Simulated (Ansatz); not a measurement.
## Convergence study of the k-point mesh at a smearing width of 0.05 eV for MgTl (P4mm, 2 atoms in the cell)

```xyz
2
Lattice="3.6196 0.0000 0.0000 0.0000 3.6196 0.0000 0.0000 0.0000 3.6196" Properties=species:S:1:pos:R:3 pbc="T T T"
Mg     0.0000     0.0000     0.0500
Tl     1.8098     1.8098     1.8098
```

Computed with LDA (PW92), default PAW files made with PBE (plane waves; Ansatz, a first-principles code).

Base settings: basis.ecutwfc = 420 eV; kpoints.mp_grid.grid = 9 9 9; hamiltonian.xc = lda; hamiltonian.pseudopotentials = {kind: paw} (the program's default PAW files); scf.occupations.method = gaussian; scf.occupations.width = 0.1 eV.

In this ladder: scf.occupations.width = 0.05 eV.

The second cell is the first with its lattice scaled by 0.98.

Only quantities that move along the ladder and can be compared are tabulated.

The count of work is k-points × plane waves × bands × iterations; it is no time. 

The starting cell comes from a database of computed structures (which also holds hypothetical and non-ambient phases and stackings), without a prior relaxation at this level. Its lattice was rescaled by up to half a per cent. One atom was moved a little off its site on purpose. Ansatz's pressure includes its estimate of the finite-basis (Pulay) stress.

| kpoints.mp_grid.grid | free energy less the last step's (meV/atom) | energy of the compressed cell less the first (meV/atom) | pressure (GPa) | largest difference of a force vector from the last step's (eV/Å) | count of work / last |
|---|---|---|---|---|---|
| 3 3 3 | 60.65 | 34.03 | 2.23 | 0.016 | 0.0064 |
| 4 4 4 | 98.85 | 3.46 | -0.84 | 0.005 | 0.019 |
| 5 5 5 | 3.08 | -2.62 | -1.58 | 0.002 | 0.019 |
| 6 6 6 | -6.37 | -0.68 | -1.36 | 0.000 | 0.043 |
| 7 7 7 | 3.25 | -10.55 | -2.45 | 0.003 | 0.043 |
| 8 8 8 | 5.23 | -6.56 | -1.92 | 0.002 | 0.080 |
| 10 10 10 | -1.65 | -5.47 | -1.77 | 0.000 | 0.13 |
| 12 12 12 | -0.04 | -4.04 | -1.69 | 0.000 | 0.21 |
| 15 15 15 | 1.60 | -5.86 | -1.86 | 0.001 | 0.31 |
| 18 18 18 | 0.70 | -5.04 | -1.76 | 0.000 | 0.59 |
| 22 22 22 | 0.00 | -5.17 | -1.80 | 0.000 | 1.0 |

Coarsest kpoints.mp_grid.grid that holds the pressure within 0.5 GPa of the last step, with all finer ones: 8 8 8, at 0.080 of the last step's count of work; the step before is off by 0.65 GPa.

State of the free energy at the end of the ladder: still drifting one way, by 1.6 meV/atom over the last two steps, so the last step is no safe reference.

Coarsest kpoints.mp_grid.grid that holds the forces within 0.01 eV/Å of the last step, with all finer ones: 4 4 4, at 0.019 of the last step's count of work; the step before is off by 0.016 eV/Å.

The energy difference between the two cells stays within 1 meV/atom of the last step's from 15 15 15 on, the total only from 18 18 18 on: much of the error is common to both cells and cancels.

Keys are those of Ansatz 0.2.
